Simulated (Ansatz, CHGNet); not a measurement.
Equilibrium lattice constant a of P (model structure, started from the lonsdaleite type, P6₃/mmc, No. 194, 4 atoms in the cell) at several levels of theory

No measured value is used here.

```json
[
 {"level (code)": "CHGNet-r²SCAN", "value (Å)": "3.643"},
 {"level (code)": "PBE (Ansatz)", "value (Å)": "___"},
 {"level (code)": "PBE-D3(BJ) (Ansatz)", "value (Å)": "3.246"},
 {"level (code)": "r²SCAN+rVV10 (Ansatz)", "value (Å)": "3.262"}
]
```

What belongs in the gaps?


- PBE (Ansatz, an electronic-structure program), value (Å): 3.281

CHGNet-r²SCAN: the cell has another shape than the first-principles one, perhaps another minimum in the same group. Cutoffs differ between the levels. Ansatz's density-functional and Hartree–Fock values are scalar-relativistic unless marked +SOC, with PAW data made under PBE.

Machine-learned potentials (CHGNet-r²SCAN) are trained on DFT data: a solid inside that data is no test of them.

A model structure was made by putting elements into a prototype or built by hand; it is no filed structure, need not be a known phase, and can be a saddle point held by its symmetry.
